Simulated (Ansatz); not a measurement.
The starting structures come from a database of crystals and need not be the phases stable at ambient conditions.

Inside the gap of an insulator the Bloch states are evanescent, with a wavenumber k + iκ along the transport direction.

Data:

```yaml
crystal:
  lattice:
    - [5.81363, 0.00000, 0.00000]
    - [0.57963, 7.99318, 0.00000]
    - [-2.61700, 3.99659, 2.75811]
  atoms:
    - { symbol: In, position: [0.71424, 0.35712, 0.00000] }
    - { symbol: In, position: [0.28576, 0.64288, 0.00000] }
    - { symbol: In, position: [0.28576, 0.14288, 0.00000] }
    - { symbol: In, position: [0.71424, 0.85712, 0.00000] }
    - { symbol: O, position: [0.79649, 0.95351, 0.59299] }
    - { symbol: O, position: [0.20350, 0.04650, 0.40701] }
    - { symbol: O, position: [0.20350, 0.54650, 0.70351] }
    - { symbol: O, position: [0.79649, 0.45350, 0.29650] }
    - { symbol: O, position: [0.50000, 0.25000, 0.70351] }
    - { symbol: O, position: [0.50000, 0.75000, 0.29650] }
```

Space group of this cell: R-3c, corundum. The cell is taken as given; by r2SCAN its mean pressure is -0.9 GPa.

Transport runs along the normal of the first two printed cell vectors, the (110) plane of the conventional cell.

The gap is the functional's own. No spin-orbit coupling. Mid-gap values are interpolated on the energy grid.

**Question.** State the band gap and the smallest decay constant κ at mid-gap according to r2SCAN (Ansatz, a quantum-chemistry and plane-wave program).

**Answer.** Gap 1.77 eV on a 12×12×12 mesh; κ = 0.168 1/Å, at the zone centre.
